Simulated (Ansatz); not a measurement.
Input and output of a self-consistent single point for La₂O₃ (P-3m1, 5 atoms in the cell) (Ansatz, an electronic-structure program).

Computed with PBE, PAW files (plane waves; Ansatz).

```
CELL_PARAMETERS angstrom
      4.00547     0.00000     0.00000
     -2.00273     3.46883     0.00000
      0.00000     0.00000     6.22808
ATOMIC_POSITIONS crystal
  La 0.66667 0.33333 0.75376
  La 0.33333 0.66667 0.24624
  O  0.66667 0.33333 0.35411
  O  0.33333 0.66667 0.64589
  O  0.00000 0.00000 0.00000
```

Reference input (self-consistent single point, DFT, PBE, plane waves, PAW files): basis.ecutwfc = 30.9 Ry; kpoints.mp_grid.grid = 7 7 4; hamiltonian.xc = pbe; hamiltonian.pseudopotentials = {kind: paw} (an earlier, softer set of the program's PAW files); scf.occupations.method = fermi_dirac; scf.occupations.width = 0.0037 Ry. This run's input differs from it in these lines:

Ansatz 0.2 input:
```diff
@@ -13,2 +13,3 @@
   ecutwfc: 30.9 Ry
+  ecutrho_ratio: 2
 kpoints:
```

Output (repeated stretches shortened):

```
SCF iter   1: F=—  HF=-14212.853778 eV  |F-HF|=—  |Δ(HF+E_count)|=         —  Δρ=6.38e-2  dr2=3.29e0  ethr=3.10e-3  ⟨swp⟩=4.5  Hψ=3056  notcnv=0
all-band conjugate gradients solve this SCF's bands
preconditioner: auto → Resta (q_TF=auto, 2.399 Å⁻¹)
SCF iter   2: F=—  HF=-14212.529867 eV  |F-HF|=—  |Δ(HF+E_count)|=   3.24e-1  Δρ=3.23e-2  dr2=1.13e0  ethr=3.10e-3  ⟨swp⟩=5.9  Hψ=1863  notcnv=0  defer=28
   [... lines left out ...]
SCF iter   7: F=—  HF=-14212.453671 eV  |F-HF|=—  |Δ(HF+E_count)|=   1.80e-3  Δρ=2.43e-4  dr2=6.76e-5  ethr=2.73e-6  ⟨swp⟩=2.2  Hψ=1353  notcnv=0  defer=28
SCF iter   8: F=—  HF=-14212.453935 eV  |F-HF|=—  |Δ(HF+E_count)|=   2.63e-4  Δρ=5.13e-5  dr2=3.00e-6  ethr=1.69e-7  ⟨swp⟩=2.0  Hψ=1205  notcnv=0  defer=28
SCF iter   9: F=—  HF=-14212.453938 eV  |F-HF|=—  |Δ(HF+E_count)|=   3.43e-6  Δρ=1.84e-5  dr2=3.39e-7  ethr=7.51e-9  ⟨swp⟩=2.0  Hψ=1146  notcnv=0  defer=28
SCF iter  10: F=-14212.453938 eV  HF=-14212.453938 eV  |F-HF|=4.72e-9  |Δ(HF+E_count)|=   3.02e-8  Δρ=2.66e-6  dr2=7.92e-9  ethr=2.50e-10  ⟨swp⟩=18.1  Hψ=4831  notcnv=0
SCF 1 converged in 10 iterations: F = -14212.453938 eV  dr2 = 7.92e-9
Free energy (F): -14212.453938 eV
Internal energy: -14212.453938 eV  (E = F + TS)
E sigma→0 (E₀):  -14212.453938 eV
Fermi energy:    10.805005 eV
--- Forces (eV/Å), atoms counted from 1 ---
  atom   1  La     0.00000000     0.00000000    -0.37462821
  atom   2  La    -0.00000000    -0.00000000     0.37462821
  atom   3  O     -0.00000000     0.00000000    -0.07021685
  atom   4  O      0.00000000     0.00000000     0.07021685
  atom   5  O      0.00000000     0.00000000    -0.00000000
--- Stress (GPa, compression-positive) ---
       -5.249930      -0.000000      -0.000000
       -0.000000      -5.249930      -0.000000
        0.000000      -0.000000      -3.380065
  P = ⅓ Tr σ = -4.6266 GPa (-46.266 kbar)
  The stress holds the Pulay correction, which leaves out the density cutoff's part. Without it, at fixed plane waves, as pw.x and ABINIT print it …
settings of this run that can trade accuracy for cost: basis.ecutrho_ratio < 4. Do not mix this run's numbers with those of runs without the same settings …
```

The run converged in 10 iterations. Against the reference run the free energy goes down by 3.1 meV/atom, the pressure goes from -4.97 to -4.63 GPa, the largest force moves little (0.376 to 0.375 eV/Å) and the gap on the mesh moves little (3.797 to 3.798 eV). The full log also holds: “WARN basis.ecutrho_ratio = 2 (ecutrho = 840.8318350010292 eV) is below the records' recommended cutoff”.

The starting cell comes from a database of computed structures (which also holds hypothetical and non-ambient phases and stackings), without a prior relaxation at this level. Its lattice was rescaled by a random factor within 2.5 % of one. Ansatz's pressure includes its estimate of the finite-basis (Pulay) stress. The cutoff lies below the one recommended for these files.
